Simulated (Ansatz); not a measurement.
The reference is Sn in the diamond structure (space group Fd-3m, No. 227; a = 6.6562 Å; relaxed with 0.1 eV smearing).

Calculations: Ansatz (a program for electronic structure) PBE, scalar-relativistic without spin-orbit coupling.

Before the change:

The pressure is 0.0 GPa. The band gap is zero.

Perturbation: an isotropic linear strain of +2.50 %; the atoms relax in the strained cell.

Question: What does the calculation give for the pressure after the change?

Answer: The pressure goes from zero to -2.2 GPa.

Question: What happens to the energy relative to the base?

Answer: The energy goes up by 21 meV/atom.

Question: What does the calculation give for the band gap after the change?

Answer: The band gap remains zero.

Stability against distortions was not tested.
